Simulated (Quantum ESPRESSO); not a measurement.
Quantum ESPRESSO run on LaNO4 (Pmmn, 12 atoms in the cell): self-consistent single point.

Level of theory: LDA (PZ), GBRV 1.5 ultrasoft (LDA) pseudopotentials (plane waves; Quantum ESPRESSO 7.5).

```yaml
crystal:
  lattice:
    - [4.02486, 0.00000, 0.00000]
    - [0.00000, 4.77072, 0.00000]
    - [0.00000, 0.00000, 8.02680]
  atoms:
    - { symbol: La, position: [0.50000, 0.50000, 0.13029] }
    - { symbol: La, position: [0.00000, 0.00000, 0.86971] }
    - { symbol: N, position: [0.50000, 0.50000, 0.63101] }
    - { symbol: N, position: [0.00000, 0.00000, 0.36899] }
    - { symbol: O, position: [0.50000, 0.50000, 0.47764] }
    - { symbol: O, position: [0.00000, 0.00000, 0.52236] }
    - { symbol: O, position: [0.00000, 0.50000, 0.97196] }
    - { symbol: O, position: [0.50000, 0.00000, 0.02804] }
    - { symbol: O, position: [0.00000, 0.22713, 0.28748] }
    - { symbol: O, position: [0.00000, 0.77287, 0.28748] }
    - { symbol: O, position: [0.50000, 0.27287, 0.71252] }
    - { symbol: O, position: [0.50000, 0.72713, 0.71252] }
```

Reference input (self-consistent single point, DFT, LDA (PZ), plane waves, GBRV 1.5 ultrasoft (LDA) pseudopotentials): ecutwfc = 40 Ry; ecutrho = 200 Ry; occupations = smearing; smearing = gauss; degauss = 0.0036749 Ry; potentials = {La: la_lda_v1.uspp.F.UPF, N: n_lda_v1.2.uspp.F.UPF, O: o_lda_v1.2.uspp.F.UPF}; K_POINTS = automatic 4 4 2 0 0 0; conv_thr = 1e-10 Ry; mixing_beta = 0.7. This run's input differs from it in these lines:

```diff
@@ -19,3 +19,3 @@
 &ELECTRONS
-  conv_thr = 1.0d-10
+  conv_thr = 7.3e-04
   mixing_beta = 0.7
```

The program printed (abridged):

```
     Self-consistent Calculation

     iteration #  1     ecut=    40.00 Ry     beta= 0.70

     negative rho (up, down):  1.615E-01 0.000E+00

     total energy              =    -501.60914935 Ry
     estimated scf accuracy    <       3.28806026 Ry

     iteration #  2     ecut=    40.00 Ry     beta= 0.70

     negative rho (up, down):  1.300E-01 0.000E+00

     total energy              =    -499.19450889 Ry
     estimated scf accuracy    <      23.52689768 Ry

     iteration #  3     ecut=    40.00 Ry     beta= 0.70

     negative rho (up, down):  1.140E-01 0.000E+00

     total energy              =    -503.06046620 Ry
   [... lines left out ...]
     c_bands:  2 eigenvalues not converged

     negative rho (up, down):  1.312E-01 0.000E+00

     total energy              =    -503.36709338 Ry
     estimated scf accuracy    <       0.00136376 Ry

     iteration #  9     ecut=    40.00 Ry     beta= 0.70
     c_bands:  1 eigenvalues not converged
     c_bands:  1 eigenvalues not converged
     c_bands:  1 eigenvalues not converged
     c_bands:  1 eigenvalues not converged
     c_bands:  2 eigenvalues not converged
     c_bands:  1 eigenvalues not converged
     c_bands:  1 eigenvalues not converged

     negative rho (up, down):  1.286E-01 0.000E+00
     End of self-consistent calculation

     the Fermi energy is     7.4036 ev

!    total energy              =    -503.36698511 Ry
     estimated scf accuracy    <       0.00043454 Ry
     smearing contrib. (-TS)   =      -0.00000000 Ry
     internal energy E=F+TS    =    -503.36698511 Ry

     convergence has been achieved in   9 iterations

     negative rho (up, down):  1.286E-01 0.000E+00

     Forces acting on atoms (cartesian axes, Ry/au):

     atom    1 type  1   force =     0.00000000    0.00000000    0.00060532
     atom    2 type  1   force =     0.00000000    0.00000000   -0.00060532
     atom    3 type  2   force =     0.00000000    0.00000000   -0.00072405
     atom    4 type  2   force =     0.00000000    0.00000000    0.00072405
     atom    5 type  3   force =     0.00000000    0.00000000    0.01343280
   [... lines left out ...]
     Total force =     0.027580     Total SCF correction =     0.058896
   [... lines left out ...]

     negative rho (up, down):  1.286E-01 0.000E+00
          total   stress  (Ry/bohr**3)                   (kbar)     P=      -63.21
  -0.00036855   0.00000000   0.00000000          -54.22        0.00        0.00
   0.00000000  -0.00044497   0.00000000            0.00      -65.46        0.00
   0.00000000   0.00000000  -0.00047561            0.00        0.00      -69.96

   JOB DONE.
```

The run converged in 9 iterations. Against the reference run the free energy hardly moves (within 1 meV/atom), the pressure goes from -5.76 to -6.32 GPa, the largest force goes from 0.438 to 0.345 eV/Å and the gap on the mesh goes from 2.394 to 2.361 eV. The full log also holds: “SCF correction compared to forces is large: reduce conv_thr to get better values”.

The starting cell comes from a database of computed structures (which also holds hypothetical and non-ambient phases and stackings), without a prior relaxation at this level. With a pressure of about -6 GPa the cell is away from its equilibrium volume at this level.

Cost on one core of a shared machine: roughly 2 min.
